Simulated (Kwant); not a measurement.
In0.53Ga0.47As/In0.52Al0.48As stack with 2 barriers

Model system: In0.53Ga0.47As/In0.52Al0.48As stack with 2 barriers. One parabolic valley. Leads of mass 0.041 mₑ with the band edge at 0; grid 0.1 nm; bias swept from 0.0208 to 0.43967 V, dropping linearly over the stack. Emitter Fermi level 0.15 eV, 4 K, equal in the collector.

```json
[
 {"layer": "1", "thickness (nm)": "1.6", "band offset (eV)": "0.52", "mass (mₑ)": "0.075"},
 {"layer": "2", "thickness (nm)": "5.8", "band offset (eV)": "0", "mass (mₑ)": "0.041"},
 {"layer": "3", "thickness (nm)": "2.1", "band offset (eV)": "0.52", "mass (mₑ)": "0.075"}
]
```

The device is made up for the run: typed textbook-type constants, with dimensions and the other settings drawn at random.

Model: one-band effective-mass tight-binding model in one dimension, coherent, no space charge, current by the Tsu-Esaki formula (Kwant).

| bias (V) | J (A/cm²) |
|---|---|
| 0.02080 | 161000 |
| 0.04698 | 373000 |
| 0.07316 | 580000 |
| 0.09934 | 740000 |
| 0.1255 | 816000 |
| 0.1517 | 835000 |
| 0.1779 | 759000 |
| 0.2041 | 418000 |
| 0.2302 | 113000 |
| 0.2564 | 80600 |
| 0.2826 | 70400 |
| 0.3088 | 67200 |
| 0.3350 | 67900 |
| 0.3611 | 71400 |
| 0.3873 | 77800 |
| 0.4135 | 87200 |
| 0.4397 | 101000 |
